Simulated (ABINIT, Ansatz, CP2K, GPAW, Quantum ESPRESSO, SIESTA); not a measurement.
**One structure in several programs: Hf (P6_3/mmc, 2 atoms in the cell)**

Self-consistent single point.

```
CELL_PARAMETERS angstrom
      1.57857    -2.73417     0.00000
      1.57857     2.73417     0.00000
      0.00000     0.00000     4.99798
ATOMIC_POSITIONS crystal
  Hf 0.33333 0.66667 0.25000
  Hf 0.66667 0.33333 0.75000
```

Shared settings, as Ansatz (a first-principles code) writes them: kpoints.mp_grid.grid = 8 8 5; scf.occupations.method = gaussian; scf.occupations.width = 0.0073 Ry. Potentials and cutoffs stand in the table.

```json
[
 {"code": "GPAW", "model": "LDA (Perdew-Wang 92), GPAW PAW datasets LDA (gpaw-data 1.0.1)", "pressure (GPa)": "-3.42", "cutoff": "550 eV"},
 {"code": "Ansatz", "model": "LDA (PW92), default PAW files made with PBE", "pressure (GPa)": "-3.81", "cutoff": "default"},
 {"code": "ABINIT", "model": "LDA (PW92), norm-conserving pseudopotentials (PseudoDojo nc-sr-04 LDA standard)", "pressure (GPa)": "-4.98", "cutoff": "789 eV"},
 {"code": "Quantum ESPRESSO", "model": "LDA (PZ), GBRV 1.5 ultrasoft (LDA) pseudopotentials", "pressure (GPa)": "-4.13", "cutoff": "40 Ry"},
 {"code": "SIESTA", "model": "LDA PW92, numerical atomic orbitals DZP, PseudoDojo LDA standard norm-conserving potentials (rewritten from UPF to PSML)", "pressure (GPa)": "-5.08", "cutoff": "grid 400 Ry"},
 {"code": "CP2K", "model": "LDA (Pade form), GPW, DZVP-MOLOPT-SR-GTH basis, GTH-PADE potentials (GTH_POTENTIALS)", "pressure (GPa)": "-8.94", "cutoff": "grid 500 Ry"}
]
```

On Ansatz's run: spin-orbit coupling is off.

The spread over the programs that give each value: pressure within 5.52 GPa.

SIESTA and CP2K use small atom-centred bases, whose incompleteness enters pressures, forces and empty levels differently from a plane-wave cutoff. Ansatz's pressure is given at a fixed set of plane waves, as the other plane-wave codes print theirs; with its correction for the finite basis it is -3.78 GPa. The same LDA comes in different parametrisations, which differ slightly. In the pressure, ABINIT (by 1.01), SIESTA (by 1.10) and CP2K (by 4.97) lie more than 1 GPa from the median of the plane-wave programs.

The starting cell has typed, rounded lattice constants, without a prior relaxation at this level. Its lattice was rescaled by a random factor within 2.5 % of one.

Left out of this page: Elk and FLEUR (not drawn, or without a comparable value).

Keys are those of Ansatz 0.2.
